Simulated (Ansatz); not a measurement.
Consider CsPbBr3 in the cubic perovskite structure (space group Pm-3m, No. 221; a = 5.7702 Å). Axes: x, y, z lie along the cube axes.

Method: LDA (Ansatz, a quantum-chemistry and plane-wave program), without spin-orbit coupling.

For the base:

```
Property            Value
---------  --------------
Hole mass  0.11 mₑ (at R)
```

The change: compressive biaxial strain of 1.50 % in the plane normal to [111], as in epitaxy on a mismatched substrate; the out-of-plane cell vector and the atoms relax.

Q: What happens to the out-of-plane strain?

A: The out-of-plane strain amounts to +2.28 %.

Q: Predict the new in-plane stress.

A: The mean in-plane stress (compression positive) amounts to +0.3 GPa.

Q: How does this affect the hole mass?

A: The hole mass becomes 0.10 mₑ (at R) (base: 0.11 mₑ (at R)).

Q: Predict the new energy relative to the base.

A: The energy increases by 1.0 meV/atom.

Spin-orbit coupling, missing from the scalar runs, can matter with Pb. The levels and masses belong to the bands next to the band gap. Masses are band curvatures over ±0.01 Å⁻¹ around the edge. Whether these cells are dynamically stable was not tested. Many cubic perovskites are stable only at high temperature; tilts and polar distortions were not tested. This is not the structure that CsPbBr3 has at room temperature and ambient pressure.
